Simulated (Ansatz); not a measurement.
# MgS, response to strain

Base system: MgS in the rock salt structure (space group Fm-3m, No. 225; a = 5.182 Å).

Strains are applied to the cell and any free atomic positions relax.

Method: PBEsol, PAW, 420 eV (Ansatz, a quantum-chemistry and plane-wave program; no spin-orbit coupling).

| isotropic strain (%) | pressure (GPa) |
|---|---|
| -2 | 5.4 |
| -1.5 | 3.9 |
| -1 | 2.5 |
| 0 | 0.0 |
| 0.5 | -1.1 |
| 1 | -2.2 |
| 1.5 | -3.2 |
| 2.5 | ? |
| 3 | -5.8 |

Fit P = P₀ − Bδ + Cδ² with δ = (1 + ε)³ − 1 to the rows shown and predict the withheld row.

Least squares on the printed values gives P₀ = 0.0 GPa, B = 79.7 GPa, C = 183 GPa (largest residual 0.1 GPa); this predicts -5.0 GPa, and the run gives -5.0 GPa, in agreement.

No phonon test of stability was made.
